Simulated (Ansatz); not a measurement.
**Nb$_{3}$Sn (Pm-3n): band-structure transport figures**

Given:

```yaml
crystal:
  lattice:
    - [5.25797, 0.00000, 0.00000]
    - [0.00000, 5.25797, 0.00000]
    - [0.00000, 0.00000, 5.25797]
  atoms:
    - { symbol: Nb, position: [0.25000, 0.00000, 0.50000] }
    - { symbol: Nb, position: [0.75000, 0.00000, 0.50000] }
    - { symbol: Nb, position: [0.50000, 0.75000, 0.00000] }
    - { symbol: Nb, position: [0.50000, 0.25000, 0.00000] }
    - { symbol: Nb, position: [0.00000, 0.50000, 0.75000] }
    - { symbol: Nb, position: [0.00000, 0.50000, 0.25000] }
    - { symbol: Sn, position: [0.00000, 0.00000, 0.00000] }
    - { symbol: Sn, position: [0.50000, 0.50000, 0.50000] }
```

Calculation: r2SCAN, rigid bands (plane waves, PAW, scalar-relativistic; Ansatz, an electronic-structure program). Condition of this run: functional r2SCAN on the same cell. Geometry: cell and atoms relaxed with PBEsol.

| Item | Value |
|---|---|
| density of states at the Fermi level | 15.4 states/(eV·cell), both spins |
| bare Sommerfeld coefficient | 4.6 mJ/(mol of atoms·K²) |
| Drude plasma energy | 3.8 eV |
| root-mean-square Fermi velocity | 2.3e5 m/s |
| resistivity times τ | 35 ×10⁻²² Ω·m·s |

A metal at this level (no band gap); rigid bands, thermally averaged at 300 K, both spins. Spin-orbit coupling is left out. τ is one relaxation time for all states.
